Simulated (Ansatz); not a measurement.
The cell is made up: elements placed on another compound's structure type, so the phase may be hypothetical.

Here is the system:

```xyz
8
Lattice="6.6081 0.0000 0.0000 0.0000 6.6081 0.0000 0.0000 0.0000 3.8878" Properties=species:S:1:pos:R:3 pbc="T T T"
Al     4.4423     2.1657     0.0000
Al     2.1657     4.4423     0.0000
Al     1.1383     1.1383     1.9439
Al     5.4698     5.4698     1.9439
P      4.5430     4.5430     0.0000
P      2.0650     2.0650     0.0000
P      5.3691     1.2390     1.9439
P      1.2390     5.3691     1.9439
```

Space group of this cell: P4_2/mnm. The cell was relaxed by PBE-D3(BJ); by PBEsol its mean pressure is 0.8 GPa.

Transport runs along the normal of the first two printed cell vectors.

No gap correction and no spin-orbit coupling; mid-gap values are interpolated between computed energies.

**Question.** Compute, with PBEsol (Ansatz, a first-principles code), the band gap and the smallest decay constant κ at mid-gap.

**Answer.** Gap 1.72 eV on a 6×6×8 mesh; κ = 0.157 1/Å, at the zone centre.
